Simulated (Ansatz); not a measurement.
# How the band gap of Ca₂C (model structure, started from the fluorite type, Fm-3m, No. 225, 3 atoms in the cell) moves with the method

No measured value is used here.

| level (code) | value (eV) |
|---|---|
| LDA (Ansatz) | 0.17 (direct) |
| PBE (Ansatz) | 0.18 (direct) |
| PBEsol (Ansatz) | 0.16 (direct) |
| r²SCAN (Ansatz) | 0.38 (direct) |
| HSE06 (Ansatz) | 0.80 (direct) |

Computed values are for a static lattice.  LDA, PBE, PBEsol, r²SCAN: the gap is read on the k mesh or supercell of the run alone and can be too large. Values are at the PBEsol cell. Cutoffs and k meshes differ between the levels. Ansatz's density-functional and Hartree–Fock values are scalar-relativistic unless marked +SOC, with PAW data made under PBE.

A model structure was made by putting elements into a prototype or built by hand; it is no filed structure, need not be a known phase, and can be a saddle point held by its symmetry.

Ansatz is a first-principles code.
